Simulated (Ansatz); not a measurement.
Consider KTaO3 in the cubic perovskite structure (space group Pm-3m, No. 221; a = 4.023 Å).

Computed with Ansatz (a first-principles code), PBE, PAW, cutoff 420 eV, scalar-relativistic without spin-orbit coupling, earlier PAW set.

One change was made to it. Results:

```json
[
 {"quantity": "volume per atom", "base": "13.02 Å³", "after": "11.54 Å³"},
 {"quantity": "smallest direct gap", "base": "2.81 eV", "after": "2.99 eV"},
 {"quantity": "band gap", "base": "2.17 eV", "after": "2.44 eV"},
 {"quantity": "gap character", "base": "indirect, R → Γ", "after": "indirect, R → Γ"}
]
```

**Question.** Name the change that was made.
A. pressure 4.2 GPa
B. pressure 9 GPa
C. pressure 60 GPa
D. pressure 30 GPa
E. pressure −1 GPa

**Answer.** D, pressure 30 GPa. For comparison, the band gap in the other runs: pressure 4.2 GPa gives 2.22 eV; pressure 9 GPa gives 2.27 eV; pressure −1 GPa gives 2.16 eV; pressure 60 GPa gives 2.59 eV.

With Ta present, leaving out spin-orbit coupling can change the band edges. Load acts through the strain it causes; cell and atoms are relaxed under it. No phonon test of stability was made. No other phases were tried under pressure.
